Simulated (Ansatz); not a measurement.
Phonon-limited resistivity of ScB$_{2}$ (P6/mmm) against temperature in μΩ·cm, PBEsol, DFPT electron-phonon coupling, linearised Boltzmann equation in Ansatz (a quantum-chemistry and plane-wave program), harmonic crystal at a fixed cell. x, y and z are the axes of this cell:
```
ScB2
1.0
    3.12655     0.00000     0.00000
   -1.56328     2.70768     0.00000
    0.00000     0.00000     3.48222
Sc B
1 2
Direct
  0.00000   0.00000   0.00000
  0.66667   0.33333   0.50000
  0.33333   0.66667   0.50000
```

```
T      ρ (x, y)   ρ (z)
-----  --------  ------
50 K     0.0074  0.0088
77 K      0.089     [?]
100 K       [?]    0.33
150 K      1.35    1.45
200 K       3.0     3.4
250 K       5.1     5.9
273 K       6.1     7.1
300 K       7.3     8.6
350 K       9.5    11.3
400 K      11.7    14.1
500 K      16.1    19.4
600 K        20      25
800 K        29      34
```

**Question.** Some entries are withheld; supply them.

**Answer.** 
- 77 K, ρ (z): 0.100
- 100 K, ρ (x, y): 0.30

A metal at this level (no band gap). Only scattering by harmonic phonons is included (no impurities, grain boundaries, electron-electron scattering or thermal expansion). Spin-orbit coupling is left out. Halving the electron mesh (32x32x24) moves the resistivity by up to 6 %. Smearing 0.20 eV; phonons on a 5x5x4 q mesh, which this run doesn't test and which matters most at low temperature.

Formula and space group known from diffraction (Crystallography Open Database), not checked to be the room-temperature form: ScB2 (P6/mmm).
